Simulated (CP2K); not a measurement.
Input and output of a self-consistent single point for ScCd₃ (P6_3/mmc, 8 atoms in the cell) (CP2K).

Computed with PBEsol, GPW, DZVP-MOLOPT-SR-GTH basis, GTH-PBE potentials (GTH_POTENTIALS) in CP2K.

The change in words: lattice scaled by 0.98. Reference geometry:
```
CELL_PARAMETERS angstrom
      6.29508     0.00000     0.00000
     -3.14754     5.45170     0.00000
      0.00000     0.00000     4.80242
ATOMIC_POSITIONS crystal
  Sc 0.33333 0.66667 0.25000
  Sc 0.66667 0.33333 0.75000
  Cd 0.83410 0.66820 0.25000
  Cd 0.16590 0.33180 0.75000
  Cd 0.16590 0.83410 0.75000
  Cd 0.83410 0.16590 0.25000
  Cd 0.33180 0.16590 0.25000
  Cd 0.66820 0.83410 0.75000
```

Reference input (self-consistent single point, DFT PBEsol, GPW, DZVP-MOLOPT-SR-GTH basis, GTH-PBE potentials (GTH_POTENTIALS)): CUTOFF = 600 Ry; REL_CUTOFF = 40 Ry; SMEAR/METHOD = FERMI_DIRAC; ELECTRONIC_TEMPERATURE = 1578.21 K; KPOINTS/SCHEME = MONKHORST-PACK 4 4 5; GAMMA_CENTERED = T; XC_FUNCTIONAL = PBE:PBESOL; Sc/BASIS_SET = DZVP-MOLOPT-SR-GTH-q11; Sc/POTENTIAL = GTH-PBE-q11; Cd/BASIS_SET = DZVP-MOLOPT-SR-GTH-q12; Cd/POTENTIAL = GTH-PBE-q12; METHOD = GPW. This run's input differs from it in these lines:

```diff
@@ -67,5 +67,5 @@
     &CELL
-      A 6.29507600 0.00000000 0.00000000
-      B -3.14753800 5.45169600 0.00000000
-      C 0.00000000 0.00000000 4.80241800
+      A 6.16917400 0.00000000 0.00000000
+      B -3.08458700 5.34266200 0.00000000
+      C 0.00000000 0.00000000 4.70637000
       PERIODIC XYZ
```

Output (repeated stretches shortened):

```
 SCF WAVEFUNCTION OPTIMIZATION

  Step     Update method      Time    Convergence         Total energy    Change
     1 NoMix/Diag. 0.20E+00      -     1.23597739      -370.2356443670 -3.70E+02
     2 Broy./Diag. 0.20E+00      -     0.04291744      -372.8259917848 -2.59E+00
     3 Broy./Diag. 0.20E+00      -     0.13452620      -371.1850045401  1.64E+00
     4 Broy./Diag. 0.20E+00      -     0.04171051      -369.6901020788  1.49E+00
     5 Broy./Diag. 0.20E+00      -     0.04250228      -369.0086195117  6.81E-01
     6 Broy./Diag. 0.20E+00      -     0.01311034      -368.9090797167  9.95E-02
   [... 6 lines left out ...]
    13 Broy./Diag. 0.20E+00      -     0.00003873      -369.1573846577 -7.32E-04
    14 Broy./Diag. 0.20E+00      -     0.00000588      -369.1574121711 -2.75E-05
    15 Broy./Diag. 0.20E+00      -     0.00000569      -369.1574879567 -7.58E-05
    16 Broy./Diag. 0.20E+00      -     0.00000048      -369.1574549128  3.30E-05
  *** SCF run converged in    16 steps ***

  Overlap energy of the core charge distribution:               0.00000000027498
  Self energy of the core charge distribution:               -620.46199915355851
  Core Hamiltonian energy:                                    187.04031724193442
  Hartree energy:                                             115.85542243839244
  Exchange-correlation energy:                                -51.58069695148905
  Electronic entropic energy:                                  -0.01049848418862
  Fermi energy:                                                 0.33115325703002

  Total energy:                                              -369.15745491280740
  Total energy (extrapolated to T->0):                       -369.15220567071310

                     Mulliken Population Analysis

   [... lines left out ...]

 STRESS| Analytical stress tensor [bar]
 STRESS|                        x                   y                   z
 STRESS|      x        5.31321191543E+04   1.23796848312E+00   9.66172618723E-06
 STRESS|      y        1.23796848312E+00   5.31335638036E+04  -1.32492322350E-05
 STRESS|      z        9.66172618723E-06  -1.32492322350E-05   7.12384800793E+04
 STRESS| 1/3 Trace                                             5.91680543457E+04
```

The run converged in 16 iterations. Against the reference run the free energy rises by 23.5 meV/atom, the pressure goes from 0.59 to 5.92 GPa and the largest force goes from 0.063 to 0.082 eV/Å.

The starting cell comes from a database of computed structures (which also holds hypothetical and non-ambient phases and stackings), without a prior relaxation at this level. Its lattice was rescaled by a random factor within 2.5 % of one. For this run, on top of that: lattice scaled by 0.98. Values carry the incompleteness of an atom-centred basis. The potentials were made for another functional than the one used. With a pressure of about 6 GPa the cell is away from its equilibrium volume at this level.

Cost on one core of a shared machine: roughly 5 min.
